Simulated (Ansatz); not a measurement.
Results of PBEsol (Ansatz, a program for electronic structure, plane waves, PAW) for InP (P6₃mc, No. 186, 4 atoms in the cell; start mp-966800; a measured phase of this formula has another space group).

The input as run:

Ansatz 0.2 input:
```yaml
crystal:
  lattice:
    - [4.1485175121, 0.0, 0.0]
    - [-2.074258756, 3.5927215535, 0.0]
    - [0.0, 0.0, 6.8107253259]
  atoms:
    - { symbol: In, position: [0.6666666667, 0.3333333333, 0.5002243841] }
    - { symbol: In, position: [0.3333333333, 0.6666666667, 0.0002243841] }
    - { symbol: P, position: [0.6666666667, 0.3333333333, 0.8747756159] }
    - { symbol: P, position: [0.3333333333, 0.6666666667, 0.3747756159] }
basis:
  ecutwfc: 520
  ecutrho_ratio: 4
  xc_grid: 2
kpoints:
  mp_grid: { grid: [12, 12, 6] }
  band_path:
    path:
      - [0.0, 0.0, 0.0]
      - [0.0625, 0.0, 0.0]
      - [0.125, 0.0, 0.0]
      - [0.1875, 0.0, 0.0]
      - [0.25, 0.0, 0.0]
      - [0.3125, 0.0, 0.0]
      - [0.375, 0.0, 0.0]
      - [0.4375, 0.0, 0.0]
      - [0.5, 0.0, 0.0]
      - [0.458333, 0.083333, 0.0]
      - [0.416667, 0.166667, 0.0]
      - [0.375, 0.25, 0.0]
      - [0.333333, 0.333333, 0.0]
      - [0.3, 0.3, 0.0]
      - [0.266667, 0.266667, 0.0]
      - [0.233333, 0.233333, 0.0]
      - [0.2, 0.2, 0.0]
      - [0.166667, 0.166667, 0.0]
      - [0.133333, 0.133333, 0.0]
      - [0.1, 0.1, 0.0]
      - [0.066667, 0.066667, 0.0]
      - [0.033333, 0.033333, 0.0]
      - [0.0, 0.0, 0.125]
      - [0.0, 0.0, 0.25]
      - [0.0, 0.0, 0.375]
      - [0.0, 0.0, 0.5]
      - [0.0625, 0.0, 0.5]
      - [0.125, 0.0, 0.5]
      - [0.1875, 0.0, 0.5]
      - [0.25, 0.0, 0.5]
      - [0.3125, 0.0, 0.5]
      - [0.375, 0.0, 0.5]
      - [0.4375, 0.0, 0.5]
      - [0.5, 0.0, 0.5]
      - [0.458333, 0.083333, 0.5]
      - [0.416667, 0.166667, 0.5]
      - [0.375, 0.25, 0.5]
      - [0.333333, 0.333333, 0.5]
      - [0.3, 0.3, 0.5]
      - [0.266667, 0.266667, 0.5]
      - [0.233333, 0.233333, 0.5]
      - [0.2, 0.2, 0.5]
      - [0.166667, 0.166667, 0.5]
      - [0.133333, 0.133333, 0.5]
      - [0.1, 0.1, 0.5]
      - [0.066667, 0.066667, 0.5]
      - [0.033333, 0.033333, 0.5]
      - [0.5, 0.0, 0.375]
      - [0.5, 0.0, 0.25]
      - [0.5, 0.0, 0.125]
      - [0.333333, 0.333333, 0.375]
      - [0.333333, 0.333333, 0.25]
      - [0.333333, 0.333333, 0.125]
    npoints: 1
hamiltonian:
  xc: pbesol
  dispersion: none
  pseudopotentials: { kind: paw }
scf:
  occupations: { method: fermi_dirac, width: 0.01 }
  convergence: { dr2_threshold: 0.0000000004 }
output:
  forces: true
  stress: true
  eigenvalues: true
  write_bands: true
```

Excerpt of the program's output:

```
Crystal: 4 atoms, lattice volume = 101.510 Å³
Basis set: ecut = 520 eV, 2743 PW (Γ), exchange–correlation on 64×64×108 points (8 copies of the dense FFT grid, shifted against one another)
Bands: 22, of which v1, the nominal top of the filled ones, is band 18 counted from 1 (17 counted from 0)
Symmetry: 12 space group operations
Space group: P63mc (ITA 186), of the structure as read, at distance tolerance 4.7e-5 Å
k-points: 76 of 864 (time reversal used)
Functional: x = pbesol(κ = 0.804, μ = 0.12345679012345678), c = pbesol(β = 0.046)
SCF iter   1: F=—  HF=-12531.738355 eV  |F-HF|=—  |Δ(HF+E_count)|=         —  Δρ=5.53e-3  dr2=5.16e-2
SCF iter   2: F=—  HF=-12531.720924 eV  |F-HF|=—  |Δ(HF+E_count)|=   1.74e-2  Δρ=2.30e-3  dr2=8.27e-3
  ...
SCF iter   7: F=—  HF=-12531.718950 eV  |F-HF|=—  |Δ(HF+E_count)|=   2.44e-6  Δρ=3.12e-6  dr2=1.02e-8
SCF iter   8: F=-12531.718950 eV  HF=-12531.718950 eV  |F-HF|=7.64e-11  |Δ(HF+E_count)|=   7.06e-9  Δρ=6.23e-7  dr2=3.04e-10
SCF 1 converged in 8 iterations: F = -12531.718950 eV  dr2 = 3.04e-10
SCF converged after 8 iterations
Free energy (F): -12531.718950 eV
Internal energy: -12531.718950 eV  (E = F + TS)
E sigma→0 (E₀):  -12531.718950 eV
Fermi energy:    7.153545 eV
--- Stress (GPa, compression-positive) ---
       -0.003894       0.000000       0.000000
       -0.000000      -0.003894       0.000000
       -0.000000       0.000000      -0.009101
  P = ⅓ Tr σ = -0.0056 GPa (-0.056 kbar)
```

The PAW data were made under PBE.

Cost on a shared machine: around 25 core-seconds (rough).

A start named mp-… is a Materials Project structure, which need not be a measured phase.
